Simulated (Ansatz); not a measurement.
## SiC under a change: pressure 22.5 GPa

Consider SiC in the zinc blende structure (space group F-43m, No. 216; a = 4.329 Å).

One thing is altered: cell and atoms relaxed at a pressure of 22.5 GPa.

All numbers come from Ansatz (a first-principles code) LDA, scalar-relativistic without spin-orbit coupling. Settings: 13×13×13 k-points, 0.05 eV Fermi–Dirac smearing.

- Volume per atom = 9.33 Å³ (base 10.14 Å³)
- Density = 3.57 g/cm³ (base 3.28 g/cm³)
- Lattice parameter a = 4.210 Å (base 4.329 Å)
- Shortest interatomic distance = 1.823 Å (base 1.875 Å)
- Enthalpy H = E + PV relative to the base's energy = +1.36 eV/atom
- Band gap = 1.22 eV (base 1.30 eV)
- Gap character = indirect, Γ → X (base indirect, Γ → X)
- Mean gap deformation potential ΔEg/Δln V = +0.9 eV
- Width of the top valence band = 5.12 eV (base 4.79 eV)
- Electron mass = 0.66 mₑ along k, 0.22 mₑ across (at X) (base 0.68 mₑ along k, 0.23 mₑ across (at X))
- Hole mass (degenerate bands, along [100]) = 0.43, 0.60, 0.60 mₑ (at Γ) (base 0.39, 0.59, 0.59 mₑ (at Γ))

Final structure:

```yaml
crystal:
  lattice:
    - [0.00000, 2.10506, 2.10506]
    - [2.10506, 0.00000, 2.10506]
    - [2.10506, 2.10506, 0.00000]
  atoms:
    - { symbol: Si, position: [0.00000, 0.00000, 0.00000] }
    - { symbol: C, position: [0.25000, 0.25000, 0.25000] }
```

Load acts through the strain it causes; cell and atoms are relaxed under it. Effective masses come from finite differences of ±0.01 Å⁻¹. Along k means along the line from Γ to the band edge. No phonon test of stability was made. No other phases were tried under pressure.
